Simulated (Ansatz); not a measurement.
An ideal cubic perovskite cell is held by its symmetry; such compounds can tilt or shift off centre at room temperature.

 Where the default PAW files enter, the runs use the earlier of Ansatz's two default sets.

Tunnelling through a barrier is set by its complex band structure: the current falls as exp(−2κd) with the smallest κ.

Input:

```
CELL_PARAMETERS angstrom
      5.94863     0.00000     0.00000
      0.00000     5.94863     0.00000
      0.00000     0.00000     5.94863
ATOMIC_POSITIONS crystal
  Cs 0.00000 0.00000 0.00000
  Pb 0.50000 0.50000 0.50000
  Br 0.50000 0.50000 0.00000
  Br 0.00000 0.50000 0.50000
  Br 0.50000 0.00000 0.50000
```

Space group of this cell: Pm-3m, cubic perovskite. The cell is taken as given; by LDA its mean pressure is -1.9 GPa.

Transport runs along the normal of the first two printed cell vectors, the (001) plane of the conventional cell.

No gap correction and no spin-orbit coupling; mid-gap values are interpolated between computed energies.

**Question.** Predict the band gap and the smallest decay constant κ at mid-gap from Ansatz (a program for electronic structure) with LDA.

**Answer.** Gap 1.55 eV on a 6×6×6 mesh; κ = 0.100 1/Å, at (0.500, 0.500) of the in-plane reciprocal vectors. At the zone centre, at the nearest computed energy, the slowest state has κ = 0.18 1/Å.
